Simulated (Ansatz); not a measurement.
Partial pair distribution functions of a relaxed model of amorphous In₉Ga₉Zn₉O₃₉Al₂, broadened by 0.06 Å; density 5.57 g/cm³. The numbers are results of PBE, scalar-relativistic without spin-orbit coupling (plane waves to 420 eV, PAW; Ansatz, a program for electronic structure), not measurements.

It comes from a melt-quench run on a machine-learned potential (CHGNet), relaxed afterwards by DFT. O atoms were pushed apart under 1.9 Å during the dynamics, to hinder bonds among them. The hot cell started wider than the set density and was brought back towards it in steps. It is the lowest in DFT energy of 2 quenches. It is a model cell: composition and starting density were chosen by hand, and all elements were melted together. No dispersion term was used. Its density started from a set value of 5.71 and ended at 5.57 g/cm³. The quench (nominally 260 K/ps over its main leg) was far faster than any real one, so the model tends to hold more defects than a real film. Values belong to this one cell and scatter from quench to quench. Volume and shape were free in the relaxation.

```json
[
 {"r (Å)": "1.60", "g In-O": "0.00", "g Ga-O": "0.00", "g In-In": "0.00", "g Ga-Ga": "0.00"},
 {"r (Å)": "1.70", "g In-O": "0.00", "g Ga-O": "0.29", "g In-In": "0.00", "g Ga-Ga": "0.00"},
 {"r (Å)": "1.80", "g In-O": "0.00", "g Ga-O": "5.39", "g In-In": "0.00", "g Ga-Ga": "0.00"},
 {"r (Å)": "1.90", "g In-O": "0.07", "g Ga-O": "10.91", "g In-In": "0.00", "g Ga-Ga": "0.00"},
 {"r (Å)": "2.00", "g In-O": "1.61", "g Ga-O": "3.61", "g In-In": "0.00", "g Ga-Ga": "0.00"},
 {"r (Å)": "2.10", "g In-O": "5.50", "g Ga-O": "0.56", "g In-In": "0.00", "g Ga-Ga": "0.00"},
 {"r (Å)": "2.20", "g In-O": "6.46", "g Ga-O": "0.11", "g In-In": "0.00", "g Ga-Ga": "0.00"},
 {"r (Å)": "2.30", "g In-O": "3.60", "g Ga-O": "0.00", "g In-In": "0.00", "g Ga-Ga": "0.00"},
 {"r (Å)": "2.40", "g In-O": "1.56", "g Ga-O": "0.00", "g In-In": "0.00", "g Ga-Ga": "0.00"},
 {"r (Å)": "2.50", "g In-O": "1.01", "g Ga-O": "0.00", "g In-In": "0.00", "g Ga-Ga": "0.00"},
 {"r (Å)": "2.60", "g In-O": "0.32", "g Ga-O": "0.03", "g In-In": "0.00", "g Ga-Ga": "0.00"},
 {"r (Å)": "2.70", "g In-O": "0.28", "g Ga-O": "0.18", "g In-In": "0.00", "g Ga-Ga": "0.00"},
 {"r (Å)": "2.80", "g In-O": "0.46", "g Ga-O": "0.19", "g In-In": "0.00", "g Ga-Ga": "0.00"},
 {"r (Å)": "2.90", "g In-O": "0.14", "g Ga-O": "0.53", "g In-In": "0.01", "g Ga-Ga": "0.12"},
 {"r (Å)": "3.00", "g In-O": "0.13", "g Ga-O": "0.33", "g In-In": "0.42", "g Ga-Ga": "2.20"},
 {"r (Å)": "3.10", "g In-O": "0.01", "g Ga-O": "0.36", "g In-In": "1.38", "g Ga-Ga": "4.36"},
 {"r (Å)": "3.20", "g In-O": "0.03", "g Ga-O": "0.50", "g In-In": "2.15", "g Ga-Ga": "2.93"},
 {"r (Å)": "3.30", "g In-O": "0.37", "g Ga-O": "0.76", "g In-In": "1.99", "g Ga-Ga": "2.50"},
 {"r (Å)": "3.40", "g In-O": "0.75", "g Ga-O": "1.11", "g In-In": "2.17", "g Ga-Ga": "1.34"},
 {"r (Å)": "3.50", "g In-O": "0.69", "g Ga-O": "1.55", "g In-In": "2.44", "g Ga-Ga": "0.13"},
 {"r (Å)": "3.60", "g In-O": "0.68", "g Ga-O": "1.07", "g In-In": "2.44", "g Ga-Ga": "0.07"},
 {"r (Å)": "3.70", "g In-O": "0.53", "g Ga-O": "0.66", "g In-In": "1.85", "g Ga-Ga": "0.80"},
 {"r (Å)": "3.80", "g In-O": "0.69", "g Ga-O": "0.57", "g In-In": "2.60", "g Ga-Ga": "1.18"},
 {"r (Å)": "3.90", "g In-O": "1.22", "g Ga-O": "0.86", "g In-In": "1.19", "g Ga-Ga": "0.34"},
 {"r (Å)": "4.00", "g In-O": "1.10", "g Ga-O": "0.93", "g In-In": "0.86", "g Ga-Ga": "0.01"},
 {"r (Å)": "4.10", "g In-O": "1.30", "g Ga-O": "1.17", "g In-In": "0.90", "g Ga-Ga": "0.01"},
 {"r (Å)": "4.20", "g In-O": "1.59", "g Ga-O": "1.05", "g In-In": "0.80", "g Ga-Ga": "0.41"},
 {"r (Å)": "4.30", "g In-O": "1.60", "g Ga-O": "1.32", "g In-In": "0.50", "g Ga-Ga": "1.34"},
 {"r (Å)": "4.40", "g In-O": "1.23", "g Ga-O": "1.76", "g In-In": "0.49", "g Ga-Ga": "0.88"},
 {"r (Å)": "4.50", "g In-O": "1.07", "g Ga-O": "1.78", "g In-In": "0.04", "g Ga-Ga": "0.10"},
 {"r (Å)": "4.60", "g In-O": "0.99", "g Ga-O": "1.33", "g In-In": "0.04", "g Ga-Ga": "0.00"},
 {"r (Å)": "4.70", "g In-O": "1.27", "g Ga-O": "1.03", "g In-In": "0.43", "g Ga-Ga": "0.06"}
]
```

Within 2.88 Å each In has 5.89 O neighbours on average.
